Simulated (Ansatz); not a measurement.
Here is the system:

```xyz
2
Lattice="0.0000 2.7195 2.7195 2.7195 0.0000 2.7195 2.7195 2.7195 0.0000" Properties=species:S:1:pos:R:3 pbc="T T T"
P      4.0792     4.0792     4.0792
Ga     0.0000     0.0000     0.0000
```

No spin polarisation.

0.0402 holes added to each cell, a density of 1.0×10^21 cm⁻³, with a uniform compensating background at fixed cell and a 300 K Fermi–Dirac width.

Calculations: plane-wave PAW DFT at the PBEsol level (Ansatz, a quantum-chemistry and plane-wave program, 420 eV), without spin-orbit coupling, earlier PAW set. Γ-centred 24×24×24 mesh, Fermi–Dirac width 0.0259 eV.

Predict the gap between the host's bands, Fermi level from band edge and gap character.

Gap between the host's bands: 1.49 eV
Fermi level relative to the doped band's edge (positive inside the band; to 0.05 eV): +0.25 eV
Gap character: indirect, Γ → Γ–X (87 % along)

Carriers are added with a uniform compensating background; total energy and stress of such cells depend on the potential's zero and are not compared; many-body gap narrowing is missing at this level. No phonon test of stability was made. The cell was made from GaP in the zinc blende structure (space group F-43m, No. 216) by this change: holes 1.0×10^21 cm⁻³.
